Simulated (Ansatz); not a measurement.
## CdGaNO (model structure, started from the AlSiCN type, P3m1, No. 156, 4 atoms in the cell)

The numbers are results of PBEsol in Ansatz (plane waves, PAW), not measurements.

Run with plane-wave cutoff 520 eV, 18×18×10 k mesh (along the axes of the cell as run), Fermi–Dirac smearing 0.05 eV, scalar-relativistic PAW data made under PBE.

Cell (relaxed with PBEsol):

Space group P3m1 (No. 156); a = b = 3.2811 Å, c = 5.6835 Å, α = β = 90.00°, γ = 120.00°

```
atom  site  symmetry       x       y       z
----  ----  --------  ------  ------  ------
Ga      1b       3m.  0.3333  0.6667  0.5021
Cd      1c       3m.  0.6667  0.3333  0.9798
O       1b       3m.  0.3333  0.6667  0.1708
N       1c       3m.  0.6667  0.3333  0.5973
```

```
Property                       Result
--------  ---------------------------
band gap  0.51 eV (on the SCF k mesh)
```

Note: the relaxation could raise the start's symmetry but not lower it, so the cell can be a saddle point.

Spin–orbit coupling is not included.

Computed values are for the static lattice.

A model structure was made by putting elements into a prototype or built by hand; it is no filed structure, need not be a known phase, and can be a saddle point held by its symmetry.

Ansatz is an electronic-structure program.
